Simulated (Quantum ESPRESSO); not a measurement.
Band structure of LaB₂Ir₃ (P6/mmm, 6 atoms in the cell).

```
CELL_PARAMETERS angstrom
      5.43768     0.00000     0.00000
     -2.71884     4.70917     0.00000
      0.00000     0.00000     3.05680
ATOMIC_POSITIONS crystal
  La 0.00000 0.00000 0.00000
  Ir 0.50000 0.00000 0.50000
  Ir 0.50000 0.50000 0.50000
  Ir 0.00000 0.50000 0.50000
  B  0.33333 0.66667 0.00000
  B  0.66667 0.33333 0.00000
```

Computed with PBEsol, GBRV 1.5 ultrasoft (PBESOL) pseudopotentials (plane waves; Quantum ESPRESSO).

Settings: ecutwfc = 40 Ry; ecutrho = 320 Ry; occupations = smearing; smearing = methfessel-paxton; degauss = 0.0073499 Ry; potentials = {La: la_pbesol_v1.uspp.F.UPF, Ir: ir_pbesol_v1.2.uspp.F.UPF, B: b_pbesol_v1.4.uspp.F.UPF}; K_POINTS = automatic 3 3 5 0 0 0; conv_thr = 1e-11 Ry; mixing_beta = 0.7.

The starting cell comes from a database of published, mostly measured structures (it also holds non-ambient and calculated ones), without a prior relaxation at this level. Its lattice was rescaled by a random factor within 2.5 % of one. Spin-orbit coupling is off. Spin polarisation is off.

Levels in eV from the Fermi level, bands 28 to 35:
```json
[
 {"point": "Γ", "28": "-1.07", "29": "-0.73", "30": "-0.67", "31": "-0.67", "32": "0.58", "33": "0.62", "34": "1.24", "35": "2.39"},
 {"point": "M", "28": "-2.16", "29": "-2.15", "30": "-1.52", "31": "-0.94", "32": "-0.04", "33": "1.53", "34": "2.13", "35": "2.39"},
 {"point": "K", "28": "-1.78", "29": "-1.78", "30": "-1.74", "31": "-1.32", "32": "0.02", "33": "1.72", "34": "1.72", "35": "2.64"},
 {"point": "A", "28": "-1.56", "29": "-1.56", "30": "-1.56", "31": "-1.56", "32": "-0.53", "33": "0.23", "34": "0.23", "35": "1.30"},
 {"point": "L", "28": "-1.53", "29": "-1.37", "30": "-0.45", "31": "-0.41", "32": "-0.03", "33": "0.20", "34": "1.93", "35": "2.06"},
 {"point": "H", "28": "-1.82", "29": "-1.59", "30": "-0.36", "31": "-0.27", "32": "-0.27", "33": "-0.23", "34": "1.44", "35": "2.71"}
]
```

Bands cross the Fermi level along this path, so the cell is metallic at this level.
